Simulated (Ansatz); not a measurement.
```xyz
5
Lattice="3.7847 0.0000 0.0000 0.0000 3.7847 0.0000 0.0000 0.0000 4.1642" Properties=species:S:1:pos:R:3 pbc="T T T"
Cd     0.0000     0.0000     0.4350
Ti     1.8923     1.8923     2.1890
O      0.0000     1.8923     1.8100
O      1.8923     1.8923     3.9661
O      1.8923     0.0000     1.8100
```

The cell was generated from a structure type, relaxed within its symmetry, and need not be the phase found at ambient conditions. Cd is the large-site (A) cation and Ti the one bonded closest to the anions (B).

Problem. Give the diagonal Born effective charges atom by atom and the electronic dielectric tensor from linear response, PBEsol density-functional theory in Ansatz (plane waves, PAW).

Solution. 
```tsv
atom	Z*xx	Z*yy	Z*zz
Cd1	2.81	2.81	2.62
Ti2	6.26	6.26	4.92
O3	-5.30	-2.09	-1.65
O4	-1.69	-1.69	-4.23
O5	-2.09	-5.30	-1.65
```

ε∞ diagonal: 6.6, 6.6, 5.7. The program warned that the k mesh resolves the field response only roughly, so the permittivities are not converged. At this level the polar cell without biaxial strain is unstable to a cell-doubling distortion (lowest mode away from Γ 218i cm⁻¹ on a 2×2×2 mesh), so it is not the ground state. At Γ this cell has an unstable mode of 54i cm⁻¹, so it is a symmetry-held saddle and not a minimum.

Ansatz is an electronic-structure program.
